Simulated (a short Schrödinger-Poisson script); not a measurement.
Stack: MOS inversion layer, Si3N4 on p-type Si(100), at 300 K.

From the gate side: 5.9 nm Si3N4; 640 nm Si, acceptors 4.5e17 cm⁻³.

Constants are typed, rounded textbook-type inputs, not results; the design itself was drawn at random and stands for no fabricated device. Si3N4: permittivity 7.5, conduction-band edge (eV) 1.95, gap (eV) 5.1, electron mass (mₑ) 0.5. Si: permittivity 11.7, conduction-band edge (eV) 0, gap (eV) 1.124, Nv at 300 K (cm⁻³) 3.1e19.

Channel valleys (confinement mass, in-plane density-of-states mass, number): Δ2 0.916, 0.19, 2; Δ4 0.19, 0.417, 4. At the gate the conduction-band edge of layer 1 lies 2.03 eV − eVg above the Fermi level of the channel; the field vanishes at the back. Gaps are held at their typed values at every temperature. Mesh 0.03 nm at interfaces.

From a short Schrödinger-Poisson script (our own, NumPy): 1D Poisson equation in equilibrium, electrons quantum, Hartree (BenDaniel-Duke, 12 states a valley, the channel's in-plane mass for all, wave functions ending at the dielectric), parabolic valleys, classical holes, full ionisation, no traps, pinning or gate leakage.

```tsv
Vg (V)	electrons (cm⁻²)	C (μF/cm²)	Δ2 E0 (meV from the Fermi level)	Δ4 E0 (meV from the Fermi level)
0.3	4.27e9	0.191	189.4	247.1
0.4	7.06e10	0.384	116.0	175.9
0.5	3.65e11	0.693	72.2	134.7
0.6	8.21e11	0.822	49.6	114.9
0.7	1.34e12	0.878	35.1	103.3
0.8	1.89e12	0.909	24.4	95.4
0.9	2.46e12	0.929	15.8	89.5
1	3.04e12	0.943	8.5	84.8
1.1	3.63e12	0.953	2.0	81.0
1.2	4.23e12	0.961	-3.8	77.6
1.3	4.83e12	0.968	-9.1	74.7
1.4	5.43e12	0.974	-14.1	72.2
1.5	6.04e12	0.978	-18.8	69.8
1.6	6.65e12	0.982	-23.2	67.7
1.7	7.27e12	0.986	-27.5	65.7
1.8	7.88e12	0.989	-31.6	63.8
1.9	8.50e12	0.992	-35.6	62.0
```

Gate voltages with under 1e9 electrons/cm² are left out.

Question: At Vg = 1.9 V the lowest Δ2 subband lies at -35.6 meV from the Fermi level. How many electrons does it hold, and what share of all?

Answer: The two-dimensional density of states is g m/(πħ²) = 1.59e11 cm⁻² meV⁻¹ (both spins), kT = 25.9 meV, so n = D kT ln(1 + exp(−E/kT)) = 6.57e12 cm⁻², 0.77 of the 8.50e12 cm⁻² in all.

Question: Compare the slope of the sheet density between 1.7 and 1.9 V with the geometric capacitance of the layers between gate and channel.

Answer: q Δn/ΔV = 0.985 μF/cm²; ε0/Σ(t/ε) = 1.13 μF/cm². The ratio is 0.88: the channel acts as a further capacitance in series.
